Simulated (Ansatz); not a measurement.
Base system: GaP in the zinc blende structure (space group F-43m, No. 216; a = 5.4385 Å). Axes: x, y, z lie along the cube axes.

The values are results of PBEsol, PAW, 420 eV (Ansatz, an electronic-structure program; scalar-relativistic without spin-orbit coupling), not measurements.

For the base:

Valence-band top at Γ: 0.00, 0.00, 0.00 eV

Modification: biaxial strain +2.22 %, plane normal [001], relaxed out of plane (Cartesian); in-plane vectors clamped, the third vector and the atoms free.

Task: Estimate the effect on the valence-band top at Γ.

Result: The valence-band top at Γ (three highest levels, from the VBM) becomes 0.00, -0.22, -0.22 eV (base: 0.00, 0.00, 0.00 eV).

Task: What happens to the in-plane stress?

Result: The mean in-plane stress (compression positive) comes out as -2.9 GPa.

Gaps are read on the SCF mesh and a high-symmetry path. Whether these cells are dynamically stable was not tested.
